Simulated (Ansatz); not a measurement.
Start from CuI in the zinc blende structure (space group F-43m, No. 216; a = 5.862 Å). Axes: x, y, z lie along the cube axes.

Method: LDA in Ansatz (plane waves to 420 eV, PAW, no spin-orbit coupling).

Before the change:

| Quantity | Result |
|---|---|
| Valley order | Γ 1.22 eV; L along ⟨111⟩ 2.12 eV; X along ⟨100⟩ 2.41 eV |
| Shortest interatomic distance | 4.797 bohr |

It is then changed as follows: a pure shear with ε_xy = ε_yx = 0.0057; the atoms relax in the strained cell.

Q: What happens to the energy relative to the base, valley order, shortest interatomic distance and stress?

A: The energy hardly moves; the valley order (the lowest conduction-band minima on the path, energy above the VBM, named in the base's zone) goes from Γ 1.22 eV; L along ⟨111⟩ 2.12 eV; X along ⟨100⟩ 2.41 eV to Γ 1.21 eV; L along [1-11] 2.06 eV; L along [11-1] 2.15 eV; X along [001] 2.38 eV; the shortest interatomic distance hardly moves (4.797 bohr against 4.796 bohr); the stress (xx, yy, zz, yz, xz, xy; compression positive) amounts to (0.00, 0.00, 0.00, 0.00, 0.00, -0.31) GPa.

Spin-orbit coupling, missing from the scalar runs, can matter with I. The levels and masses belong to the bands next to the band gap. Whether these cells are dynamically stable was not tested. All final runs are without spin polarisation.

Ansatz is an electronic-structure program.
